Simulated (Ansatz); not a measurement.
Ni$_{3}$Si under load (space group P4/mmm): band-structure transport figures

Consider the following.

```xyz
4
Lattice="3.4662 0.0000 0.0000 0.0000 3.4662 0.0000 0.0000 0.0000 3.4462" Properties=species:S:1:pos:R:3 pbc="T T T"
Si     0.0000     0.0000     0.0000
Ni     0.0000     1.7331     1.7231
Ni     1.7331     0.0000     1.7231
Ni     1.7331     1.7331     0.0000
```

Calculation: PBEsol, rigid bands (plane waves, PAW, scalar-relativistic; Ansatz, a quantum-chemistry and plane-wave program). Condition of this run: uniaxial stress zz = 1 GPa (compression positive) (the target of the relaxation). Cell: cell and atoms relaxed with PBEsol, then loaded as said.

```json
{
  "density of states at the Fermi level": "2.14 states/(eV·cell), both spins",
  "bare Sommerfeld coefficient": "1.26 mJ/(mol of atoms·K²)",
  "drude_plasma_energy": "1.82 (x), 1.82 (y), 1.88 (z) eV",
  "root-mean-square Fermi velocity": "1.6e5 m/s",
  "resistivity times τ": "148 (x), 148 (y), 139 (z) ×10⁻²² Ω·m·s"
}
```

A metal at this level (no band gap); rigid bands, thermally averaged at 300 K, both spins. Spin-orbit coupling is left out. τ is one relaxation time for all states.

Computed structure with no diffraction record at hand here (it may be known, metastable or hypothetical): Ni3Si under load (space group P4/mmm). Treated as nonmagnetic (a ferromagnetic start lost its moment, other orders weren't tried): Ni3Si under load (space group P4/mmm).
